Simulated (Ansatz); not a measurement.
# A computed series for MgTe: response to strain

Take MgTe in the zinc blende structure (space group F-43m, No. 216; a = 6.3681 Å) as the base. Axes: x, y, z lie along the cube axes.

Strains are applied to the cell and any free atomic positions relax; under biaxial strain the out-of-plane vector relaxes too.

Method: Kohn–Sham DFT with the LDA functional, run in Ansatz (a first-principles code) with PAW and 420 eV plane waves, spin-orbit coupling left out.

| biaxial strain, plane normal [001], relaxed out of plane (%) | band gap (eV) |
|---|---|
| 0 | 2.38 |
| 0.5 | ? |
| 1 | 2.31 |
| 1.5 | 2.28 |
| 2 | 2.24 |
| 2.5 | 2.21 |
| 3 | 2.18 |

Problem. Fit E_g = E₀ + Dε (ε in %) to the rows shown and predict the withheld row.

Solution. Least squares on the printed values gives E₀ = 2.38 eV, D = -67.1 meV per % of strain (largest residual 0.00 eV); this predicts 2.35 eV, and the run gives 2.35 eV, in agreement.

Spin-orbit coupling, missing from the scalar runs, can matter with Te. Whether these cells are dynamically stable was not tested.
